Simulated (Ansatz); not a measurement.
**A computed series for TiSi2: pressure series**

The parent structure is TiSi2 (space group Fddd, No. 70).

```yaml
crystal:
  lattice:
    - [0.00000, 4.13234, 4.28268]
    - [2.40310, 0.00000, 4.28268]
    - [2.40310, 4.13234, 0.00000]
  atoms:
    - { symbol: Si, position: [0.66302, 0.33698, 0.66302] }
    - { symbol: Si, position: [0.33698, 0.66302, 0.33698] }
    - { symbol: Si, position: [0.58698, 0.91302, 0.58698] }
    - { symbol: Si, position: [0.91302, 0.58698, 0.91302] }
    - { symbol: Ti, position: [0.00000, 0.00000, 0.00000] }
    - { symbol: Ti, position: [0.25000, 0.25000, 0.25000] }
```

Cell and atoms are relaxed at each pressure.

Computed with plane-wave PAW DFT at the PBE level (Ansatz, an electronic-structure program, 420 eV), no spin-orbit coupling.

Notes on the quantities. enthalpy: H = E + PV relative to the base's energy.

```
case               shortest interatomic distance       enthalpy     density
-----------------  -----------------------------  -------------  ----------
base                                     2.535 Å              –  4.06 g/cm³
pressure −2 GPa                          2.545 Å  -0.18 eV/atom  4.00 g/cm³
pressure −1 GPa                          2.539 Å  -0.09 eV/atom  4.03 g/cm³
pressure 0.9 GPa                         2.530 Å  +0.08 eV/atom  4.09 g/cm³
pressure 2.1 GPa                         2.524 Å  +0.18 eV/atom  4.12 g/cm³
pressure 4.5 GPa                         2.513 Å  +0.39 eV/atom  4.19 g/cm³
pressure 9 GPa                           2.495 Å  +0.77 eV/atom  4.30 g/cm³
pressure 15 GPa                          2.472 Å  +1.27 eV/atom  4.44 g/cm³
pressure 22.5 GPa                        2.448 Å  +1.86 eV/atom  4.59 g/cm³
pressure 30 GPa                          2.426 Å  +2.44 eV/atom  4.74 g/cm³
```

Load acts through the strain it causes; cell and atoms are relaxed under it. Stability against distortions was not tested. No other phases were tried under pressure. All final runs are without spin polarisation.
